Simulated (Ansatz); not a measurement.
Base system: OsSb$_{2}$ (space group Pnnm, No. 58; a = 5.955 Å, b = 6.688 Å, c = 3.205 Å).

Computed with PBEsol/PAW in Ansatz (an electronic-structure program), without spin-orbit coupling.

For the base:

| Item | Result |
|---|---|
| Gap between the host's bands | 0.33 eV |
| Gap character | indirect, R → k = (0, 0, 0.267) in the run's primitive reciprocal basis |

Now apply this change: 0.893 holes added to each cell, a density of 7.0×10^21 cm⁻³, with a uniform compensating background at fixed cell and a 300 K Fermi–Dirac width.

Predict the new Fermi level from band edge.

The Fermi level relative to the doped band's edge (positive inside the band; to 0.05 eV) is +0.45 eV.

What does the calculation give for the largest internal atomic displacement after the change?

The largest internal atomic displacement comes out as 0.022 Å.

What does the calculation give for the gap between the host's bands after the change?

The gap between the host's bands falls by 0.084 eV, from 0.33 eV to 0.24 eV.

Estimate the effect on the gap character.

The gap character is still indirect, R → k = (0, 0, 0.267) in the run's primitive reciprocal basis.

Charged cell with a jellium background: band edges are those of the host's band count, energies are not comparable with the neutral cell, and many-body gap narrowing is missing. With Os and Sb present, leaving out spin-orbit coupling can change the band edges. Stability against distortions was not tested.
